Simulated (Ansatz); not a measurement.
# LaRu2P2: response to strain

Base system: LaRu2P2 (space group I4/mmm, No. 139; a = 4.014 Å, c = 10.602 Å; a cell from a computed database, its experimental status unchecked). Axes: x, y, z lie along a, b, c of the conventional cell.

Strains are applied to the cell and any free atomic positions relax.

Computed with plane-wave PAW DFT at the PBEsol level (Ansatz, a quantum-chemistry and plane-wave program, 420 eV), without spin-orbit coupling.

Notes on the quantities. energy relative to the base: free energy F; pressure: mean of the normal stresses, compression positive.

```json
[
 {"variant": "base", "energy relative to the base": "0 meV/atom", "pressure": "0.0 GPa", "volume per atom": "17.08 Å³", "largest internal atomic displacement": "–"},
 {"variant": "isotropic strain +1.27 %", "energy relative to the base": "+11 meV/atom", "pressure": "-5.1 GPa", "volume per atom": "17.74 Å³", "largest internal atomic displacement": "?"},
 {"variant": "uniaxial strain ε_zz = +3.37 %", "energy relative to the base": "+6.6 meV/atom", "pressure": "-2.9 GPa", "volume per atom": "17.65 Å³", "largest internal atomic displacement": "?"},
 {"variant": "tensor shear ε_xy = +1.42 %", "energy relative to the base": "+6.3 meV/atom", "pressure": "0.2 GPa", "volume per atom": "17.07 Å³", "largest internal atomic displacement": "–"},
 {"variant": "tensor shear ε_xz = −0.77 %", "energy relative to the base": "?", "pressure": "0.0 GPa", "volume per atom": "17.08 Å³", "largest internal atomic displacement": "?"}
]
```

Problem. What belongs in the blanks?

Solution. 
- isotropic strain +1.27 %, largest internal atomic displacement: 0.028 Å
- uniaxial strain ε_zz = +3.37 %, largest internal atomic displacement: 0.035 Å
- tensor shear ε_xz = −0.77 %, energy relative to the base: +0.8 meV/atom
- tensor shear ε_xz = −0.77 %, largest internal atomic displacement: 0.015 Å

Without a gap, meshes like the base's 16×16×16 leave anisotropic stresses uncertain by several tenths of a GPa, and small strain energies with them. No phonon test of stability was made. The final runs are not spin-polarised. An odd electron count without spin: LaRu2P2.
